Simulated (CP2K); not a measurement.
Band structure of MgSe (F-43m, 2 atoms in the cell).

```yaml
crystal:
  lattice:
    - [4.19870, 0.00000, 0.00000]
    - [2.09935, 3.63618, 0.00000]
    - [2.09935, 1.21206, 3.42822]
  atoms:
    - { symbol: Mg, position: [0.00000, 0.00000, 0.00000] }
    - { symbol: Se, position: [0.25000, 0.25000, 0.25000] }
```

Level of theory: CP2K 2026.2 with PBEsol, GPW, DZVP-MOLOPT-SR-GTH basis, GTH-PBE potentials (GTH_POTENTIALS).

Settings: CUTOFF = 1000 Ry; REL_CUTOFF = 40 Ry; SMEAR/METHOD = FERMI_DIRAC; ELECTRONIC_TEMPERATURE = 232.09 K; KPOINTS/SCHEME = MONKHORST-PACK 7 7 7; XC_FUNCTIONAL = PBE:PBESOL; Mg/BASIS_SET = DZVP-MOLOPT-SR-GTH-q10; Mg/POTENTIAL = GTH-PBE-q10; Se/BASIS_SET = DZVP-MOLOPT-SR-GTH-q6; Se/POTENTIAL = GTH-PBE-q6; METHOD = GPW; EPS_DEFAULT = 1e-11; EXTRAPOLATION = USE_GUESS; NGRIDS = 5.

The starting cell comes from a database of computed structures (which also holds hypothetical and non-ambient phases and stackings), without a prior relaxation at this level. Values carry the incompleteness of an atom-centred basis. The potentials were made for another functional than the one used.

Predict the gap along the standard path and the places of the band edges.

The gap along the path is 2.37 eV, direct at Γ to within 0.01 eV.

Levels in eV from the top of the valence band on the SCF mesh, bands 5 to 9:
```tsv
point	5	6	7	8	9
Γ	-11.70	0.00	0.00	0.00	2.37
X	-10.87	-3.12	-1.23	-1.23	4.00
W	-10.88	-2.67	-2.01	-1.56	6.58
K	-10.90	-2.82	-2.10	-0.98	4.89
L	-11.09	-3.43	-0.41	-0.41	4.14
U	-10.90	-2.82	-2.10	-0.98	4.89
```

Higher empty bands are left out: an atom-centred basis made for the valence describes them poorly.
